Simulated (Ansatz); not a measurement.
## What ↑↓ start, q = (0, 1/2, 0), 4 atoms does to MnPt

Take MnPt (space group P4/mmm, No. 123; a = 2.870 Å, c = 3.497 Å; ferromagnetic) as the base.

Modification: the moments start antiparallel in the pattern ↑↓ in a 4-atom cell (cell doubled with q = (0, 1/2, 0) in the reciprocal basis of the base), and the cell is relaxed again.

Computed with Ansatz (a program for electronic structure) PBEsol, scalar-relativistic without spin-orbit coupling. Settings: 17×13×9 k-points, 0.05 eV Fermi–Dirac smearing, for the changed cell.

```csv
quantity,base,changed,shift
"space group (of the atoms, moments ignored)",P4/mmm (No. 123),Pmmm (No. 47),–
shortest interatomic distance,2.679 Å,2.676 Å,-0.003 Å
energy relative to the base (σ→0) (to 0.01 eV only: unlike meshes or grids),0.00 eV/atom,-0.12 eV/atom,-0.12 eV/atom
band gap,zero,zero,–
magnetic state,ferromagnetic,antiferromagnetic (moments cancel),–
largest site moment,3.72 μB,3.54 μB,-0.18 μB
```

Final structure:

```
MnPt
1.0
    2.80430     0.00000     0.00000
    0.00000     3.62592     0.00000
    0.00000     0.00000     5.52413
Mn Pt
2 2
Direct
  0.00000   0.00000   0.00000
  0.00000   0.00000   0.50000
  0.50000   0.50000   0.75000
  0.50000   0.50000   0.25000
```

Other magnetic orders, which the real material may have, were not ruled out. Whether these cells are dynamically stable was not tested.
